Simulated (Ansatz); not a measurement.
The reference is TiO2 in the rutile structure (space group P4_2/mnm, No. 136; a = 4.591 Å, c = 2.939 Å).

The change: hydrostatic tension (pressure −2 GPa).

Levels (all Ansatz, a program for electronic structure, PAW): PBEsol (420 eV, spin-orbit coupling left out); r2SCAN (500 eV, scalar-relativistic without spin-orbit coupling); HSE06 (420 eV, spin-orbit coupling left out).

At the geometry relaxed with PBEsol, these levels gave the following band gaps, in shuffled order: (a) 1.87 eV, (b) 2.23 eV, (c) 3.39 eV.

### Question
Match each gap to its level.

### Answer
(a) PBEsol; (b) r2SCAN; (c) HSE06.

Single points use the geometry relaxed with PBEsol. Load acts through the strain it causes; cell and atoms are relaxed under it. Stability against distortions was not tested. The final runs are not spin-polarised.
